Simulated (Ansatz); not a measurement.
The starting structures come from a database of crystals and need not be the phases stable at ambient conditions.

# Evanescent states of AlAs (P6_3mc, wurtzite, not sure to be the ambient phase, 4 atoms a cell, 22.8 Å³ an atom) along the normal of (110)

Computed with PBEsol (plane waves, PAW; Ansatz, a quantum-chemistry and plane-wave program).

No gap correction and no spin-orbit coupling; mid-gap values are interpolated between computed energies.

Energies count from the valence-band top; κ is the least over a 6×6 mesh across the current.

```json
[
 {"E (eV)": "0.04", "κ (1/Å)": "0.035", "where": "Γ"},
 {"E (eV)": "0.14", "κ (1/Å)": "0.060", "where": "Γ"},
 {"E (eV)": "0.23", "κ (1/Å)": "0.075", "where": "Γ"},
 {"E (eV)": "0.32", "κ (1/Å)": "0.086", "where": "Γ"},
 {"E (eV)": "0.41", "κ (1/Å)": "0.095", "where": "Γ"},
 {"E (eV)": "0.49", "κ (1/Å)": "0.102", "where": "Γ"},
 {"E (eV)": "0.58", "κ (1/Å)": "0.107", "where": "Γ"},
 {"E (eV)": "0.68", "κ (1/Å)": "0.111", "where": "Γ"},
 {"E (eV)": "0.77", "κ (1/Å)": "0.114", "where": "Γ"},
 {"E (eV)": "0.85", "κ (1/Å)": "0.116", "where": "Γ"},
 {"E (eV)": "0.94", "κ (1/Å)": "0.117", "where": "Γ"},
 {"E (eV)": "1.03", "κ (1/Å)": "0.117", "where": "Γ"},
 {"E (eV)": "1.12", "κ (1/Å)": "0.116", "where": "Γ"},
 {"E (eV)": "1.22", "κ (1/Å)": "0.114", "where": "Γ"},
 {"E (eV)": "1.30", "κ (1/Å)": "0.105", "where": "Γ"},
 {"E (eV)": "1.40", "κ (1/Å)": "0.091", "where": "Γ"},
 {"E (eV)": "1.49", "κ (1/Å)": "0.075", "where": "Γ"},
 {"E (eV)": "1.57", "κ (1/Å)": "0.053", "where": "Γ"}
]
```

Task: How thick must the barrier be to attenuate the transmission by 10^6 when the electrodes' Fermi level lies at 0.85 eV, and what attenuation does that film give at 1.03 eV?

Result: d = 6 ln 10 / (2 × 0.116) = 59.5 Å. At 1.03 eV it gives 6 × 0.117/0.116 = 6.1 decades.
